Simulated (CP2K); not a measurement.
Input and output of a self-consistent single point for CdSe (F-43m, 2 atoms in the cell) (CP2K).

Method of the run: CP2K 2026.2 with PBE, GPW, TZVP-MOLOPT-SR-GTH basis, GTH-PBE potentials (GTH_POTENTIALS).

```xyz
2
Lattice="4.3021 0.0000 0.0000 2.1510 3.7257 0.0000 2.1510 1.2419 3.5126" Properties=species:S:1:pos:R:3 pbc="T T T"
Cd     0.0000     0.0000     0.0000
Se     6.4531     3.7257     2.6345
```

Reference input (self-consistent single point, DFT PBE, GPW, TZVP-MOLOPT-SR-GTH basis, GTH-PBE potentials (GTH_POTENTIALS)): CUTOFF = 500 Ry; REL_CUTOFF = 50 Ry; KPOINTS/SCHEME = MONKHORST-PACK 6 6 6; GAMMA_CENTERED = T; XC_FUNCTIONAL = PBE; Cd/BASIS_SET = TZVP-MOLOPT-SR-GTH; Cd/POTENTIAL = GTH-PBE-q12; Se/BASIS_SET = TZVP-MOLOPT-SR-GTH; Se/POTENTIAL = GTH-PBE-q6; METHOD = GPW; EPS_DEFAULT = 1e-11; NGRIDS = 5. This run's input differs from it in these lines:

```diff
@@ -36,4 +36,3 @@
     &KPOINTS
-      SCHEME MONKHORST-PACK 6 6 6
-      GAMMA_CENTERED T
+      SCHEME MONKHORST-PACK 5 5 5
     &END KPOINTS
```

Output, abridged:

```
 SCF WAVEFUNCTION OPTIMIZATION

  Step     Update method      Time    Convergence         Total energy    Change
     1 NoMix/Diag. 0.40E+00      -     1.67814530       -55.6097325288 -5.56E+01
     2 Broy./Diag. 0.40E+00      -     0.04109526       -55.5130633672  9.67E-02
     3 Broy./Diag. 0.40E+00      -     0.10580497       -55.5244658613 -1.14E-02
     4 Broy./Diag. 0.40E+00      -     0.00382594       -55.5470929392 -2.26E-02
     5 Broy./Diag. 0.40E+00      -     0.00167725       -55.5630493258 -1.60E-02
     6 Broy./Diag. 0.40E+00      -     0.00288347       -55.5482785512  1.48E-02
   [... 2 lines left out ...]
     9 Broy./Diag. 0.40E+00      -     0.00012626       -55.5443178537 -3.33E-03
    10 Broy./Diag. 0.40E+00      -     0.00001770       -55.5443987068 -8.09E-05
    11 Broy./Diag. 0.40E+00      -     0.00001122       -55.5443777777  2.09E-05
    12 Broy./Diag. 0.40E+00      -     0.00000049       -55.5443799324 -2.15E-06
  *** SCF run converged in    12 steps ***

  Overlap energy of the core charge distribution:               0.00000000184802
  Self energy of the core charge distribution:                -93.77011901959501
  Core Hamiltonian energy:                                     28.62690122087927
  Hartree energy:                                              18.31883287156914
  Exchange-correlation energy:                                 -8.71999500705786

  Total energy:                                               -55.54437993235645

 ENERGY| Total FORCE_EVAL ( QS ) energy [hartree]            -55.544374614053140

 FORCES| Atomic forces [hartree/bohr]
 FORCES|   Atom     x               y               z               |f|
 FORCES|      1  3.27300199E-10 -1.93411948E-08  1.05504766E-08   2.20340986E-08
   [... lines left out ...]

 STRESS| Analytical stress tensor [bar]
 STRESS|                        x                   y                   z
 STRESS|      x        3.41421798380E+04  -3.18064665805E-01  -2.24906281854E-01
 STRESS|      y       -3.18064665805E-01   3.41426676821E+04  -1.64004932906E-01
 STRESS|      z       -2.24906281854E-01  -1.64004932906E-01   3.41426394932E+04
 STRESS| 1/3 Trace                                             3.41424956711E+04
```

The run converged in 12 iterations. Against the reference run the free energy rises by 4.8 meV/atom, the pressure hardly changes (3.38 to 3.41 GPa) and the gap on the mesh moves little (0.592 to 0.589 eV).

The starting cell comes from a database of computed structures (which also holds hypothetical and non-ambient phases and stackings), without a prior relaxation at this level. Its lattice was rescaled by a random factor within 2.5 % of one. Values carry the incompleteness of an atom-centred basis. With a pressure of about 3 GPa the cell is away from its equilibrium volume at this level.
